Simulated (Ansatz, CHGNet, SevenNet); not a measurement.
**HfSi (model structure, started from the CsCl type, Pm-3m, No. 221, 2 atoms in the cell): lattice parameter a by level of theory**

No measured value is used here.

```csv
level (code),value (Å)
CHGNet-r²SCAN,3.234
SevenNet-0,3.279
LDA (Ansatz),3.222
PBE-D3(BJ) (Ansatz),3.250
r²SCAN+rVV10 (Ansatz),3.263
```

Density-functional levels without +SOC have no spin–orbit coupling. Cutoffs differ between the levels. Ansatz's density-functional and Hartree–Fock values are scalar-relativistic unless marked +SOC, with PAW data made under PBE.

Machine-learned potentials (CHGNet-r²SCAN, SevenNet-0) are trained on DFT data: a solid inside that data is no test of them.

A model structure was made by putting elements into a prototype or built by hand; it is no filed structure, need not be a known phase, and can be a saddle point held by its symmetry.

Ansatz is an electronic-structure program.
